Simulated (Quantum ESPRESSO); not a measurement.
Quantum ESPRESSO is run on Sr₂CdPt₂ (Immm, 5 atoms in the cell), and the run fails. The aim is a self-consistent single point with DFT, PBEsol, plane waves, SSSP 1.1.2 efficiency (PBE) pseudopotentials.

Cell that was meant: a = 5.9276 Å, b = 5.9276 Å, c = 5.9276 Å, α = 134.68°, β = 119.44°, γ = 78.78°.

Part of the input:

```fortran
ATOMIC_SPECIES
Sr    87.6200  Sr_pbe_v1.uspp.F.UPF
Cd   112.4140  Cd.pbe-dn-rrkjus_psl.0.3.1.UPF
Pt   195.0840  PT_PBE_V1.4.USPP.f.upf
ATOMIC_POSITIONS crystal
Sr    0.2995100000    0.7995100000    0.5000000000
Sr    0.7004900000    0.2004900000    0.5000000000
```

Output, abridged:

```
 %%%%%%%%%%%%%%%%%%%%%%%%%%%%%%%%%%%%%%%%%%%%%%%%%%%%%%%%%%%%%%%%%%%%%%%%%%%%%%
     Error in routine readpp (1):
     file ./PT_PBE_V1.4.USPP.f.upf not found
 %%%%%%%%%%%%%%%%%%%%%%%%%%%%%%%%%%%%%%%%%%%%%%%%%%%%%%%%%%%%%%%%%%%%%%%%%%%%%%

     stopping ...
```

Task: From the messages shown, name the fault and mend the input.

Result: The fault is a potential or basis that cannot be found. The input names a file or set that is not where the program looks, or that does not exist under that name. To fix it, correct the name or place the file. The program stopped before any SCF iteration.

The sound input it was made from differs as follows (other fixes are possible):
```diff
-Pt   195.0840  PT_PBE_V1.4.USPP.f.upf
+Pt   195.0840  pt_pbe_v1.4.uspp.F.UPF
```

With that input, the run converged in 14 iterations: free energy E − TS -9288.1133 eV; Fermi level (on the code's own zero) 11.74 eV; pressure -2.75 GPa; largest force (vector length) 0.051 eV/Å (DFT, PBEsol, plane waves, SSSP 1.1.2 efficiency (PBE) pseudopotentials).

On the sound input: the starting cell comes from a database of computed structures (which also holds hypothetical and non-ambient phases and stackings), without a prior relaxation at this level. Spin polarisation is off.
